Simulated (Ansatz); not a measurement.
For TiAu (P4/nmm, No. 129; structure not from a measured cell), LDA (Ansatz, a program for electronic structure, plane waves, PAW) gives:

lattice constant a: 3.281 Å
lattice parameter c: 5.940 Å
enthalpy of formation: -0.495 eV/atom

What does r²SCAN (Ansatz, plane waves, PAW) give for the same quantities?


- lattice constant a: 3.328 Å (grows by 1.4 %)
- lattice parameter c: 6.081 Å (increases by 2.4 %)
- formation enthalpy: -0.479 eV/atom (moves by +0.016 eV/atom)

Changes are worked out from the printed values.

Unless a cell is named, each level is at its own relaxed cell (LDA 15.99, r²SCAN 16.84 Å³/atom).

Levels without +SOC leave out spin–orbit coupling, which shifts energies and cells of such heavy elements.

Caveats: the relaxation could not lower the start's symmetry, so the cell can be a saddle point above a distorted one (LDA, r²SCAN). Ansatz's density-functional and Hartree–Fock values are scalar-relativistic unless marked +SOC, with PAW data made under PBE.
